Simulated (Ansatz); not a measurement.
Reference: Ta$_{2}$C (P-3m1), PBEsol, DFPT electron-phonon coupling, linearised Boltzmann equation (plane waves, PAW, scalar-relativistic; Ansatz, an electronic-structure program); geometry: relaxed with this functional, without spin-orbit coupling.

Space group P-3m1 (No. 164); a = b = 3.095 Å, c = 4.922 Å, α = β = 90.00°, γ = 120.00°

```csv
atom,site,symmetry,x,y,z
Ta,2d,3m.,0.3333,0.6667,0.2527
C,1a,-3m.,0.0000,0.0000,0.0000
```

The resistivity at 300 K comes out as 14.7 μΩ·cm.

Swap Ta for Cr, keeping the structure type. How do these values move?

Cr₂C (P-3m1): volume per atom 13.6 to 9.5 Å³; resistivity at 300 K falls (14.7 μΩ·cm to 11.7 μΩ·cm).

Moves up to 12 % count as about the same. Metals; harmonic phonons alone scatter; means over directions. Halving the electron mesh moves these values by up to 8 %; q meshes are mostly untested. Spin-orbit coupling is left out.

Formula and space group known from diffraction (Crystallography Open Database), not checked to be the room-temperature form: Ta2C (P-3m1). Computed structure with no diffraction record at hand here (it may be known, metastable or hypothetical): Cr2C (P-3m1). Treated as nonmagnetic (a ferromagnetic start lost its moment, other orders weren't tried): Cr2C (P-3m1). The missing spin-orbit coupling matters most for Ta2C (P-3m1).
